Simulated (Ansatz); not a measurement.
Where the default PAW files enter, the runs use the earlier of Ansatz's two default sets.

## Evanescent states of SnO2 (P4_2/mnm, rutile, 6 atoms a cell, 12.1 Å³ an atom) along the normal of (110)

Calculation: r2SCAN (plane waves, PAW; Ansatz, a program for electronic structure).

The gap is the functional's own. No spin-orbit coupling. Mid-gap values are those at the computed energy nearest the middle.

Energies count from the valence-band top; κ is the least over a 10×6 mesh across the current.

| E (eV) | κ (1/Å) | where |
|---|---|---|
| 0.05 | 0.130 | Γ |
| 0.15 | 0.201 | Γ |
| 0.25 | 0.203 | Γ |
| 0.35 | 0.205 | Γ |
| 0.45 | 0.204 | Γ |
| 0.55 | 0.203 | Γ |
| 0.65 | 0.200 | Γ |
| 0.75 | 0.197 | Γ |
| 0.85 | 0.191 | Γ |
| 0.95 | 0.185 | Γ |
| 1.05 | 0.177 | Γ |
| 1.15 | 0.167 | Γ |
| 1.25 | 0.155 | Γ |
| 1.35 | 0.141 | Γ |
| 1.45 | 0.123 | Γ |
| 1.55 | 0.101 | Γ |
| 1.65 | 0.069 | Γ |

Question: How thick must the barrier be to attenuate the transmission by 10^8 when the electrodes' Fermi level lies at 0.75 eV, and what attenuation does that film give at 0.15 eV?

Answer: d = 8 ln 10 / (2 × 0.197) = 46.8 Å. At 0.15 eV it gives 8 × 0.201/0.197 = 8.2 decades.
